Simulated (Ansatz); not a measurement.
The reference is CdTe in the zinc blende structure (space group F-43m, No. 216; a = 6.618 Å).

All numbers come from Ansatz (a program for electronic structure) PBE, without spin-orbit coupling.

For the base:

- Valley order = Γ 0.59 eV; L along ⟨111⟩ 1.76 eV
- Width of the top valence band = 1.94 eV

The change: the cell is scaled by 0.9800 in all directions, atoms relaxed at fixed cell.

Task: Estimate the effect on the valley order.

Result: The valley order (the lowest conduction-band minima on the path, energy above the VBM, named in the base's zone) becomes Γ 0.77 eV; L along ⟨111⟩ 1.82 eV (base: Γ 0.59 eV; L along ⟨111⟩ 1.76 eV).

Task: What happens to the width of the top valence band?

Result: The width of the top valence band goes up by 0.24 eV (1.94 eV → 2.18 eV).

Task: What does the calculation give for the energy relative to the base after the change?

Result: The energy rises by 16 meV/atom.

Spin-orbit coupling, missing from the scalar runs, can matter with Te. The levels and masses belong to the bands next to the band gap. The cells carry an imposed strain or load. Whether these cells are dynamically stable was not tested.
